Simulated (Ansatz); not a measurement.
How the lattice parameter a of zinc-blende BaTe (model structure) moves with the method

No measured value is used here.

```json
[
 {"level (code)": "LDA (Ansatz)", "value (Å)": "___"},
 {"level (code)": "PBE (Ansatz)", "value (Å)": "7.826"},
 {"level (code)": "PBEsol (Ansatz)", "value (Å)": "7.706"},
 {"level (code)": "r²SCAN (Ansatz)", "value (Å)": "7.820"}
]
```

**Question.** Fill in the missing entries.

**Answer.** 
- LDA (Ansatz, a first-principles code), value (Å): 7.617

Ansatz's density-functional and Hartree–Fock values are scalar-relativistic unless marked +SOC, with PAW data made under PBE.

A model structure was made by putting elements into a prototype or built by hand; it is no filed structure, need not be a known phase, and can be a saddle point held by its symmetry.
